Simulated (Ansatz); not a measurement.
System: CaAlHO2 (model structure, started from the SrVO2H type, P4/mmm, No. 123, 5 atoms in the cell). Method: PBE (plane waves, PAW; Ansatz, a first-principles code).

Settings: plane-wave cutoff 520 eV, 10×10×10 k mesh, Fermi–Dirac smearing 0.01 eV, scalar-relativistic PAW data made under PBE.

Cell (relaxed at this level):

```yaml
crystal:
  lattice:
    - [3.76614, 0.00000, 0.00000]
    - [0.00000, 3.76614, 0.00000]
    - [0.00000, 0.00000, 3.48495]
  atoms:
    - { symbol: Ca, position: [0.50000, 0.50000, 0.50000] }
    - { symbol: Al, position: [0.00000, 0.00000, 0.00000] }
    - { symbol: O, position: [0.50000, 0.00000, 0.00000] }
    - { symbol: O, position: [0.00000, 0.50000, 0.00000] }
    - { symbol: H, position: [0.00000, 0.00000, 0.50000] }
```

Predict the band gap, direct gap at Γ and bulk modulus B0.


* **band gap**: 3.71 eV (on the SCF k mesh)
* **direct gap at Γ**: 5.61 eV
* **bulk modulus B0**: 136 GPa

Note: the bulk modulus is −V dP/dV from two relaxed cells at ±2 % in volume; the relaxation could raise the start's symmetry but not lower it, so the cell can be a saddle point.

Computed values are for the static lattice.

A model structure was made by putting elements into a prototype or built by hand; it is no filed structure, need not be a known phase, and can be a saddle point held by its symmetry.
